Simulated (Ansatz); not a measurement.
**CdGeAs2: energy against strain**

CdGeAs2 (chalcopyrite, I-42d, 24.962 Å³/atom and stress up to 0.01 GPa in the relaxed cell, c along z) under a strain ε along a (axis x), the other axes held. PBEsol in Ansatz, a plane-wave DFT program (PAW, default set), 420 eV, 8×8×8 Γ-centred mesh, Fermi-Dirac smearing 0.05 eV; ions are relaxed, or left where forces stay under 0.02 eV/Å, within the symmetry of each cell.

Here s stands for strain and y for E less E0.

```csv
strain (%),E less E0 (meV/atom)
-1.50,1.58
-0.75,0.40
0.00,0.00
0.75,0.39
1.50,1.53
3.00,?
```

Taking a parabola for y over the 5 complete rows: Least squares gives y = 0.004 - 0.0147·s + 0.6895·s². Residuals (row less fit): 0.003, -0.003, -0.004, 0.009, -0.003; standard error 0.008 (degrees of freedom: 2). Twice the quadratic coefficient over the volume, 2 × 0.6895 meV × 10⁴ × 0.1602 / 24.962 Å³, is the elastic constant C11 = 88.5 ± 0.5 GPa (± standard error of the fit, which holds the terms cut off).

Task: What does the fit predict for y at s = 3.00, and how far is the calculated value from it?

Result: y = 0.004 - 0.0147 × 3.00 + 0.6895 × 3.00² = 6.165 meV/atom. The calculation gives 6.05 meV/atom, 0.115 meV/atom below the prediction (1.9 % of the range of y in the table). The row lies outside the fitted rows, so this is an extrapolation. From the scatter of the fitted rows alone, a prediction at this place has a standard error of 0.033 meV/atom, so the miss is 3.5 times that.

A polynomial of degree 3 through the 8 other runs of the series gives 6.06 there, so most of the miss is curvature that the fit leaves out. Rows are the converged runs of the series near zero and its far end; series whose fitted rows scatter by over a few per cent of the range, as at a crossing or softening among them, aren't shown in this form, nor equations of state whose B0' disagrees with the runs' pressures. Most that stay on the fit to the last digits aren't either.
